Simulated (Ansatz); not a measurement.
Reference: AlN (P6_3mc), r2SCAN with spin-orbit coupling, rigid bands (plane waves, PAW; Ansatz, a first-principles code); axes and stresses refer to this cell.

```
AlN
1.0
    3.10655     0.00000     0.00000
   -1.55327     2.69035     0.00000
    0.00000     0.00000     4.97816
Al N
2 2
Cartesian
  1.55327   0.89678   2.48508
  0.00000   1.79357   4.97416
  1.55327   0.89678   4.38478
  0.00000   1.79357   1.89570
```

The Seebeck coefficient, p-type 1e19 cm⁻³ is 374 μV/K and the Seebeck coefficient, n-type 1e19 cm⁻³ is -159 μV/K. The hole conductivity mass is 1.02 mₑ.

Change: biaxial stress xx = yy = -2 GPa (compression positive). What happens to Seebeck coefficient, p-type 1e19 cm⁻³, Seebeck coefficient, n-type 1e19 cm⁻³, hole conductivity mass?

Seebeck coefficient, p-type 1e19 cm⁻³ moves little, to 366 μV/K; Seebeck coefficient, n-type 1e19 cm⁻³ moves little, to -159 μV/K; hole conductivity mass shrinks to 0.97 mₑ.

Change: biaxial stress xx = yy = 2 GPa (compression positive). What happens to Seebeck coefficient, p-type 1e19 cm⁻³, Seebeck coefficient, n-type 1e19 cm⁻³, hole conductivity mass?

Seebeck coefficient, p-type 1e19 cm⁻³ moves little, to 383 μV/K; Seebeck coefficient, n-type 1e19 cm⁻³ moves little, to -160 μV/K; hole conductivity mass increases to 1.10 mₑ.

Masses are for dilute carriers at 300 K, harmonic means over directions unless an axis is named. Seebeck coefficients are for the stated density at 300 K, with one relaxation time for all states and whether or not that doping can be reached. Stresses and pressures are the targets of the relaxation.  The structure type is held under load, also where the real crystal would transform.
